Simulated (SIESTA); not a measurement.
SIESTA run on MgCr2P2O10 (P1, 15 atoms in the cell): self-consistent single point.

Computed with GGA PBEsol, numerical atomic orbitals DZP, PseudoDojo PBEsol standard norm-conserving potentials (rewritten from UPF to PSML) (SIESTA 5.4.2).

```xyz
15
Lattice="5.3747 0.0000 0.0000 -0.9242 5.3951 0.0000 -1.9481 -2.4018 6.3947" Properties=species:S:1:pos:R:3 pbc="T T T"
Mg     3.1719     2.8154     1.5412
Cr     1.7259    -1.1620     3.1823
Cr    -0.1471     2.9443     6.3437
P      0.1741     1.2336     1.5689
P      2.4542     1.6870     4.7653
O      1.5819     1.4552     0.8591
O      0.2328    -0.1018     2.4089
O      1.1635     1.5192     5.6990
O      2.3170     2.8677     3.6817
O      2.7095     0.3716     3.9314
O     -1.7183     1.9169     5.7361
O     -0.2187     2.5465     2.3918
O      4.2894     1.1715     0.5976
O      0.9178    -1.5258     4.7171
O      1.8251     4.3378     1.6193
```
Moments meant for the start (each program seeds them in its own way; μB, in the order of the atoms Mg Cr Cr P P O O O O O O O O O O): 0.0 3.0 3.0 0.0 0.0 0.0 0.0 0.0 0.0 0.0 0.0 0.0 0.0 0.0 0.0.

Reference input (self-consistent single point, DFT, GGA PBEsol, numerical atomic orbitals DZP, PseudoDojo PBEsol standard norm-conserving potentials (rewritten from UPF to PSML)): XC.functional = GGA; XC.authors = PBEsol; potentials = PseudoDojo PBEsol standard; PAO.BasisSize = DZP; PAO.EnergyShift = 0.01 Ry; MeshCutoff = 350 Ry; kgrid.MonkhorstPack = 4 4 3; OccupationFunction = MP; OccupationMPOrder = 0; ElectronicTemperature = 20 meV; Spin = polarized; MaxSCFIterations = 150. This run's input differs from it in these lines:

```diff
@@ -48,4 +48,4 @@
 OccupationFunction           MP
-OccupationMPOrder            0
-ElectronicTemperature        20.0 meV
+OccupationMPOrder            1
+ElectronicTemperature        300.0 meV
 Spin                         polarized
```

Output (repeated stretches shortened):

```
        iscf     Eharris(eV)        E_KS(eV)     FreeEng(eV)     dDmax    Ef(eV) dHmax(eV)
   scf:    1   -10955.476078   -11201.071006   -11201.131628  0.742092  0.305119 48.238937
     spin moment: {S} , |S| = {        0.0        0.0    2.47988 }     2.47988
   scf:    2   -11345.120834   -11283.704889   -11283.635571  0.498878 -2.311103 24.267707
     spin moment: {S} , |S| = {        0.0        0.0    4.00000 }     4.00000
   scf:    3   -11324.228655   -11313.388729   -11313.353041  0.291115 -5.095891  6.430900
     spin moment: {S} , |S| = {        0.0        0.0    4.00000 }     4.00000
   [... lines left out ...]
     spin moment: {S} , |S| = {        0.0        0.0    3.99978 }     3.99978
   scf:   26   -11315.797346   -11315.797346   -11315.778959  0.000022 -5.741741  0.000945
     spin moment: {S} , |S| = {        0.0        0.0    3.99978 }     3.99978
   scf:   27   -11315.797344   -11315.797345   -11315.778959  0.000012 -5.741730  0.000782
     spin moment: {S} , |S| = {        0.0        0.0    3.99978 }     3.99978
   scf:   28   -11315.797344   -11315.797344   -11315.778959  0.000009 -5.741725  0.000679
     spin moment: {S} , |S| = {        0.0        0.0    3.99978 }     3.99978
SCF Convergence by DM+H criterion
max |DM_out - DM_in|         :     0.0000085555
max |H_out - H_in|      (eV) :     0.0006791838
SCF cycle converged after 28 iterations

Using DM_out to compute the final energy and forces

siesta: E_KS(eV) =           -11315.7973

siesta: E_KS - E_eggbox =    -11315.7973

siesta: Atomic forces (eV/Ang):
     1   -0.095205    0.005187    0.022560
     2   -0.213084    0.285348    0.676551
     3   -0.108374   -0.077418   -0.687745
     4    0.151926   -0.218299    0.269349
     5   -0.156033    0.263806   -0.244332
     6    0.091410   -0.462599   -0.053032
     7    0.581937    0.026351   -0.047631
     8   -0.142394    0.572349    0.156793
     9   -0.314359   -0.109604    0.057738
    10   -0.511462   -0.199365    0.052069
    11    0.362687    0.397699    0.021970
   [... lines left out ...]
siesta: FreeEng =    -11315.778959
siesta: Cell volume =        185.428045 Ang**3
siesta:        -166.60479651       -152.90063679  kBar
   [... lines left out ...]
     8    -0.254984    6.254984   -0.015025  O
     9    -0.276292    6.276292   -0.003515  O
    10    -0.162695    6.162695    0.002735  O
    11    -0.155633    6.155633    0.012485  O
    12    -0.299972    6.299972   -0.017652  O
    13    -0.287814    6.287814   -0.018843  O
    14    -0.242456    6.242456   -0.404353  O
    15    -0.529492    6.529492   -0.128491  O
 Total    -0.000000                3.999779
```

The run converged in 28 iterations. Against the reference run the free energy stays essentially unchanged (within 1 meV/atom), the pressure moves little (-16.70 to -16.66 GPa), the largest force goes from 1.090 to 0.985 eV/Å, the gap on the mesh goes from 0.129 to 0.142 eV and the size of the net moment stays at 0.27 μB/atom.

The starting cell comes from a database of computed structures (which also holds hypothetical and non-ambient phases and stackings), without a prior relaxation at this level. Its lattice was rescaled by a random factor within 2.5 % of one. The magnetic order is the one reached from the typed start; others were not searched systematically. Values carry the incompleteness of an atom-centred basis. With a pressure of about -17 GPa the cell is away from its equilibrium volume at this level.

Cost on one core of a shared machine: roughly 2 min.
